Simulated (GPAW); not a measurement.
Band structure of Li (Im-3m, 1 atom in the cell).

```
CELL_PARAMETERS angstrom
     -1.68096     1.68096     1.68096
      1.68096    -1.68096     1.68096
      1.68096     1.68096    -1.68096
ATOMIC_POSITIONS crystal
  Li 0.00000 0.00000 0.00000
```

Level of theory: PBE, GPAW PAW datasets PBE (gpaw-data 1.0.1) (plane waves; GPAW 25.7.0).

Settings: mode = pw; ecut = 600 eV; xc = PBE; kpts = 11 11 11; mesh shift (steps) = 0 0 0; occupations.name = methfessel-paxton; occupations.width = 0.136 eV; occupations.order = 0; nbands = -7; convergence.density = 1e-05 e/electron; convergence.energy = 1e-05 eV/electron; symmetry.symmorphic = false; symmetry.tolerance = 0.0005; maxiter = 100.

The starting cell comes from a database of computed structures (which also holds hypothetical and non-ambient phases and stackings), without a prior relaxation at this level. Its lattice was rescaled by a random factor within 2.5 % of one.

Levels in eV from the Fermi level, bands 1 to 4:
```csv
point,1,2,3,4
Γ,-3.68,15.42,15.42,15.42
H,5.74,5.74,5.74,8.10
N,0.21,3.46,10.87,12.39
P,3.50,3.50,3.50,8.98
```

Bands cross the Fermi level along this path, so the cell is metallic at this level.
